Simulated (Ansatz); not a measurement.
Consider interstitial Ag in anatase TiO2, charge state +1. The step: one Ag atom jumps by itself; the atom moves 3.07 Å along (0.50, 0.00, -0.25) of the unit cell; the moving atom starts with neighbours 4 O at 2.21, 2 O at 2.85; 4 Ti at 2.82 Å and ends with 4 O at 2.21, 2 O at 2.85; 4 Ti at 2.82 Å. A PBE band in Ansatz (plane-wave PAW, the Γ point alone, 108 host sites, 73 SCF runs with any check of the saddle's order, static, no finite-size correction) gives a forward barrier of 0.92 eV. The check of the saddle point's order was inconclusive, and it lies on a symmetry element of the cell, where a band can be held. The charge state is imposed; whether it is stable for some Fermi level was not computed. Sites that were not tried may lie lower.

Single points at the band's start and saddle point can refine it. Rough cost of one point, in units of the band's mean SCF on the same machine:

```tsv
Level	Cost of one point
PBE, a 2×2×2 k-point mesh shifted by half a step	about 7
r2SCAN at 500 eV, the Γ point alone	about 2
```

Task: Which of these move the barrier by more than 0.1 eV, and how far does each move it?

Result: PBE, a 2×2×2 k-point mesh shifted by half a step: -0.12 eV; r2SCAN at 500 eV, the Γ point alone: -0.04 eV. Each functional is compared with PBE at the same k-points.

Ansatz is a program for electronic structure.
